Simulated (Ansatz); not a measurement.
Base system: ZnS (space group R3m, No. 160; a = 3.784 Å, c = 27.900 Å (hexagonal axes)).

Level of theory: PBEsol (Ansatz, a quantum-chemistry and plane-wave program), no SOC.

Carriers are added at fixed cell with a uniform background; the Fermi–Dirac width is that of 300 K.

One change was made to it. Results:

| quantity | base | after |
|---|---|---|
| gap between the host's bands | 2.13 eV | 2.09 eV |
| Fermi level relative to the doped band's edge (positive inside the band; to 0.05 eV) | – | +1.20 eV |
| gap character | direct at Γ | direct at Γ |

**Question.** Name the change that was made.
A) electrons 2.0×10^21 cm⁻³
B) holes 3.0×10^21 cm⁻³
C) electrons 1.0×10^22 cm⁻³
D) electrons 7.0×10^21 cm⁻³

**Answer.** A, electrons 2.0×10^21 cm⁻³. For comparison, the Fermi level from band edge in the other runs: holes 3.0×10^21 cm⁻³ gives +0.35 eV; electrons 1.0×10^22 cm⁻³ gives +1.65 eV; electrons 7.0×10^21 cm⁻³ gives +1.50 eV.

Charged cell with a jellium background: band edges are those of the host's band count, energies are not comparable with the neutral cell, and many-body gap narrowing is missing. Whether these cells are dynamically stable was not tested. This is not the structure that ZnS has at room temperature and ambient pressure.
